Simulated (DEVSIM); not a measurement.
System: abrupt GaAs p-n junction, at 250 K.

Layer 1 from the left is GaAs, thickness (μm) 0.190, Na (cm⁻³) 1.8e17, τn (s) 2.5e-8, τp (s) 2.5e-8. Layer 2 from the left is GaAs, thickness (μm) 200, Nd (cm⁻³) 2e16, τn (s) 2.5e-8, τp (s) 2.5e-8.

Left contact: ohmic. Right contact: ohmic. Voltage is applied to the left contact. Recombination: SRH at mid-gap. Mobility is μmin + (μ − μmin)/(1 + (N/Nref)^α).

The device is made up for the run: typed textbook-type constants, with dimensions and the other settings drawn at random. Values at 300 K; Nc and Nv go as T^1.5, mobilities as T to minus their exponent, the gap by Varshni's rule with the affinity fixed.

GaAs: gap (eV) 1.424, affinity (eV) 4.07, permittivity 12.9, Nc (cm⁻³) 4.7e17, Nv (cm⁻³) 9e18, μn (cm²/Vs) 8500, μp (cm²/Vs) 400, μn,min 500, μp,min 20, Nref,n 6e16, Nref,p 1.5e17, αn 0.39, αp 0.38, T exponent of μn 2.1, T exponent of μp 2.2, Varshni α (eV/K) 0.000541, Varshni β (K) 204.

DEVSIM, 1D drift-diffusion, Boltzmann statistics, complete ionisation; no tunnelling, impact ionisation, image-force lowering or self-heating.

Dark forward current:

| |V| (V) | |J| (A/cm²) |
|---|---|
| 0.10 | 1.531e-13 |
| 0.15 | 5.254e-13 |
| 0.20 | 1.742e-12 |
| 0.25 | 5.726e-12 |
| 0.30 | 1.880e-11 |
| 0.35 | 6.173e-11 |
| 0.40 | 2.031e-10 |
| 0.45 | 6.692e-10 |
| 0.50 | 2.211e-9 |
| 0.55 | 7.330e-9 |
| 0.60 | 2.443e-8 |
| 0.65 | 8.231e-8 |
| 0.70 | 2.846e-7 |
| 0.75 | 1.049e-6 |
| 0.80 | 4.477e-6 |
| 0.85 | 2.461e-5 |
| 0.90 | 0.0001788 |
| 0.95 | 0.001568 |
| 1.00 | 0.01501 |
| 1.05 | 0.1481 |
| 1.10 | 1.416 |
| 1.15 | 10.26 |
| 1.20 | 37.49 |
| 1.25 | 79.43 |
| 1.30 | 128.6 |
| 1.35 | 181.6 |

Question: Work out the local ideality factor n = ΔV / (kT/q · ln(J2/J1)) between the rows 0.10 and 0.15 V, 1.00 and 1.05 V, 1.30 and 1.35 V.

Answer: kT/q = 21.54 mV. From 0.10 to 0.15 V: ln(5.254e-13/1.531e-13) = 1.233, n = 1.88, near the 2 of recombination in the depletion region. From 1.00 to 1.05 V: ln(0.1481/0.01501) = 2.289, n = 1.01, near the 1 of diffusion or emission over a barrier. From 1.30 to 1.35 V: ln(181.6/128.6) = 0.345, n = 6.73; the layers' resistance at their doping, Σ W/(qμN) = 0.00080 Ω cm², would take 42 mV of this step of 50 mV.

Question: Estimate the current at 1.00 V from the Shockley equation with J0 = Σ q ni² D/(N L) coth(W/L), τ joining the SRH, radiative and Auger lifetimes that are on, and W taken as the whole layer.

Answer: ni² = 1.70e7 cm⁻⁶; electrons in the p layer: μ = 5360 cm²/Vs, D = 115 cm²/s, τ = 2.50e-8 s, L = 17.0 μm, W/L = 0.011, term 9.22e-23 A/cm²; holes in the n layer: μ = 417 cm²/Vs, D = 8.99 cm²/s, τ = 2.50e-8 s, L = 4.74 μm, W/L = 42, term 2.59e-24 A/cm². J0 = 9.48e-23 A/cm², and J = J0 exp(qV/kT) = 0.0138 A/cm². The simulation gives 0.0150 A/cm²; the estimate lies 8.2 % below. The estimate leaves out recombination in the depletion region and that region's share of W.
